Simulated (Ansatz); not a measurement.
The reference is TiO₂ in the anatase structure (space group I4_1/amd, No. 141; a = 3.770 Å, c = 9.552 Å).

Computed with PBEsol (Ansatz, a first-principles code; PAW; 420 eV plane waves; without spin-orbit coupling).

One change was made to it. Results:

The band gap stays essentially unchanged (2.11 eV against 2.10 eV); the lattice parameter a decreases by 0.002 Å to 3.768 Å; the width of the top valence band is still 0.84 eV.

**Question.** Name the change that was made.
(A) pressure 7.5 GPa
(B) pressure 10 GPa
(C) pressure 0.7 GPa

**Answer.** C, pressure 0.7 GPa. For comparison, the band gap in the other runs: pressure 7.5 GPa gives 2.04 eV; pressure 10 GPa gives 2.00 eV.

Load acts through the strain it causes; cell and atoms are relaxed under it. No phonon test of stability was made. Competing high-pressure phases were not computed. The base started in C2/c and relaxed to I4_1/amd at this level. The final runs are not spin-polarised.
